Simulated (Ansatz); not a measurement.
A dielectric-response calculation of SrBr2 (P6_3/mmc, 6 atoms in the cell) with Ansatz (a quantum-chemistry and plane-wave program).

Computed with PBE (plane waves, PAW; Ansatz).

```
CELL_PARAMETERS angstrom
      3.84512     0.00000     0.00000
     -1.92256     3.32997     0.00000
      0.00000     0.00000    14.95595
ATOMIC_POSITIONS crystal
  Sr 0.33333 0.66667 0.25000
  Sr 0.66667 0.33333 0.75000
  Br 0.33333 0.66667 0.62750
  Br 0.66667 0.33333 0.12750
  Br 0.66667 0.33333 0.37250
  Br 0.33333 0.66667 0.87250
```

Reference input (self-consistent single point, DFT, PBE, plane waves, default PAW files): kpoints.mp_grid.grid = 7 7 2; hamiltonian.xc = pbe; hamiltonian.pseudopotentials = {kind: paw} (the program's default PAW files); scf.occupations.method = methfessel_paxton; scf.occupations.width = 0.1 eV. This run's input differs from it in these lines:

Ansatz 0.2 input:
```diff
@@ -14,3 +14,3 @@
 kpoints:
-  mp_grid: { grid: [7, 7, 2] }
+  mp_grid: { grid: [11, 11, 3] }
 hamiltonian:
@@ -19,7 +19,4 @@
 scf:
-  occupations: { method: methfessel_paxton, width: 0.1 }
-output:
-  forces: true
-  eigenvalues: true
-  stress: true
+  occupations: { method: fixed }
+dielectric: {}
```

Output (repeated stretches shortened):

```
SCF iter   1: F=—  HF=-18231.820968 eV  |F-HF|=—  |Δ(HF+E_count)|=         —  Δρ=1.40e-3  dr2=1.08e-2  ethr=1.77e-3  ⟨swp⟩=6.0  Hψ=15560  notcnv=0  defer=405
all-band conjugate gradients solve this SCF's bands
preconditioner: auto → Resta (q_TF=auto, 2.166 Å⁻¹)
SCF iter   2: F=—  HF=-18231.821363 eV  |F-HF|=—  |Δ(HF+E_count)|=   3.96e-4  Δρ=6.41e-4  dr2=1.17e-3  ethr=2.26e-5  ⟨swp⟩=2.9  Hψ=6243  notcnv=0  defer=408
   [... lines left out ...]
SCF iter   5: F=—  HF=-18231.822410 eV  |F-HF|=—  |Δ(HF+E_count)|=   1.09e-6  Δρ=1.24e-5  dr2=3.70e-7  ethr=1.08e-8  ⟨swp⟩=2.7  Hψ=5422  notcnv=0  defer=408
SCF iter   6: F=—  HF=-18231.822411 eV  |F-HF|=—  |Δ(HF+E_count)|=   9.58e-7  Δρ=2.48e-6  dr2=1.44e-8  ethr=7.70e-10  ⟨swp⟩=2.1  Hψ=5176  notcnv=0  defer=408
SCF iter   7: F=—  HF=-18231.822411 eV  |F-HF|=—  |Δ(HF+E_count)|=   4.33e-8  Δρ=4.24e-7  dr2=3.24e-10  ethr=2.99e-11  ⟨swp⟩=2.2  Hψ=5292  notcnv=0  defer=408
SCF iter   8: F=-18231.822411 eV  HF=-18231.822411 eV  |F-HF|=3.27e-11  |Δ(HF+E_count)|=   1.26e-9  Δρ=9.00e-8  dr2=1.65e-11  ethr=1.00e-12  ⟨swp⟩=17.8  Hψ=19535  notcnv=0
SCF 1 converged in 8 iterations: F = -18231.822411 eV  dr2 = 1.65e-11
DFPT response loops at Γ: preconditioner auto → Resta (q_TF=auto, 2.166 Å⁻¹)  ε∞=3.8 (no band partly filled) …
Free energy (F): -18231.822411 eV
Internal energy: -18231.822411 eV  (E = F + TS)
E sigma→0 (E₀):  -18231.822411 eV
Fermi energy:    2.967651 eV
--- Dielectric response (ions clamped): 2 representative field directions + reference, on 102 of 363 k-points (Σ response iterations 17) ---
  k mesh reduced under 2 symmetry operations, with k and −k counted as one. Each operation leaves every solved perturbation unchanged …
   [... lines left out ...]
         0.00000   -1.07442    0.00000
        -0.00000   -0.00000   -0.78007
    site 5:
        -1.07442    0.00000   -0.00000
         0.00000   -1.07442   -0.00000
        -0.00000    0.00000   -0.78007
  Z* charge neutrality: 1.004e-4 e pre-enforcement
  k-mesh period / interband length: 44.9 Å / 1.64 Å = 27.41 at k = (0.0000, 0.0000, 0.0000), direct gap 4.570 eV — 14 or more, which is no proof of convergence
```

The run converged in 8 iterations. 

Summary of the result:
```
Quantity                                                                                                                                    Result
----------------------------------------------------------------------------------------  --------------------------------------------------------
Free energy E − TS (on the zero of these files)                                                                                     -18231.8224 eV
Top of the valence band (on the code's own zero)                                                                                           2.97 eV
Gap on the k-point mesh                                                                                                                    4.10 eV
ε∞ at this k-point mesh, which may be far from converged in small-gap cells (xx, yy, zz)                                          3.29, 3.29, 2.92
Born charges at this mesh (mean of the diagonal, e)                                       Sr 1.95, Sr 1.95, Br -0.98, Br -0.98, Br -0.98, Br -0.98
```

The starting cell was generated: these elements placed on a structure prototype, without a prior relaxation; it need not be a known phase or ordering of this composition.

Cost on one core of a shared machine: roughly 5 min.
